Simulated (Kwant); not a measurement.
Model system: In0.53Ga0.47As/In0.52Al0.48As stack with 1 barrier. One parabolic valley. Leads of mass 0.041 mₑ with the band edge at 0; grid 0.1 nm; bias 0 V, dropping linearly over the stack.

```csv
layer,thickness (nm),band offset (eV),mass (mₑ)
1,4.3,0.52,0.075
```

Constants are typed, rounded textbook-type inputs, not results; the design itself was drawn at random and stands for no fabricated device.

Kwant, one-band effective-mass tight-binding model in one dimension, coherent, no space charge.

```tsv
E (eV)	A	B	C
0.002600	2.5e-5	7.4e-5	0.00030
0.02228	0.00023	0.00067	0.0027
0.05180	0.00058	0.0017	0.0068
0.07148	0.00087	0.0026	0.010
0.1010	0.0014	0.0041	0.016
0.1305	0.0020	0.0060	0.023
0.1502	0.0025	0.0076	0.030
0.1797	0.0035	0.010	0.041
0.2092	0.0047	0.014	0.056
0.2289	0.0058	0.018	0.070
0.2585	0.0076	0.024	0.095
0.2880	0.010	0.032	0.13
0.3077	0.012	0.039	0.16
0.3372	0.016	0.052	0.22
0.3667	0.021	0.071	0.29
0.3864	0.026	0.087	0.35
0.4159	0.035	0.12	0.47
0.4454	0.047	0.16	0.60
```

Column A is the base. The others each differ by one change: height of the first barrier 0.52 → 0.31 eV; height of the first barrier 0.52 → 0.42 eV. Which is which?

B: height of the first barrier 0.52 → 0.42 eV; C: height of the first barrier 0.52 → 0.31 eV.
